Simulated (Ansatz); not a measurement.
Start from TiC in the rock salt structure (space group Fm-3m, No. 225; relaxed with 0.1 eV smearing).

```xyz
2
Lattice="0.0000 2.1665 2.1665 2.1665 0.0000 2.1665 2.1665 2.1665 0.0000" Properties=species:S:1:pos:R:3 pbc="T T T"
Ti     0.0000     0.0000     0.0000
C      2.1665     2.1665     2.1665
```

Calculations: PBE (Ansatz, a first-principles code; PAW; 420 eV plane waves; no spin-orbit coupling).

For the base:

| Item | Value |
|---|---|
| Pressure | 0.0 GPa |
| Band gap | zero |

The change: an isotropic linear strain of −0.50 %, atoms relaxed at fixed cell.

Problem. Predict the new energy relative to the base, pressure and band gap.

Solution. The energy grows by 1.8 meV/atom; the pressure goes from zero to 3.9 GPa; the band gap stays zero.

Whether these cells are dynamically stable was not tested. All final runs are without spin polarisation.
